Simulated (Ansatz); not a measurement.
**Effect of isotropic strain +0.78 % on Ti3AlC2**

The parent structure is Ti₃AlC₂ (space group P6_3/mmc, No. 194; a = 3.0507 Å, c = 18.5001 Å).

Perturbation: an isotropic linear strain of +0.78 %; the atoms relax in the strained cell.

Computed with Kohn–Sham DFT with the PBEsol functional, run in Ansatz (a first-principles code) with PAW and 420 eV plane waves, no spin-orbit coupling. k-mesh 14×14×2 (Γ-centred); smearing 0.05 eV (Fermi–Dirac).

The volume per atom grows by 0.29 Å³, from 12.43 Å³ to 12.72 Å³ and the space group stays P6_3/mmc (No. 194). The energy increases by 3.5 meV/atom and the pressure (mean of the normal stresses, compression positive) goes from zero to -3.7 GPa. The band gap stays zero.

Final structure:

```
Ti3AlC2
1.0
    3.07454     0.00000     0.00000
   -1.53727     2.66263     0.00000
    0.00000     0.00000    18.64440
Ti Al C
6 2 4
Direct
  0.66667   0.33333   0.37399
  0.33333   0.66667   0.62601
  0.33333   0.66667   0.87399
  0.66667   0.33333   0.12601
  0.00000   0.00000   0.50000
  0.00000   0.00000   0.00000
  0.00000   0.00000   0.75000
  0.00000   0.00000   0.25000
  0.33333   0.66667   0.43106
  0.66667   0.33333   0.56894
  0.66667   0.33333   0.93106
  0.33333   0.66667   0.06894
```

No phonon test of stability was made. The final runs are not spin-polarised.
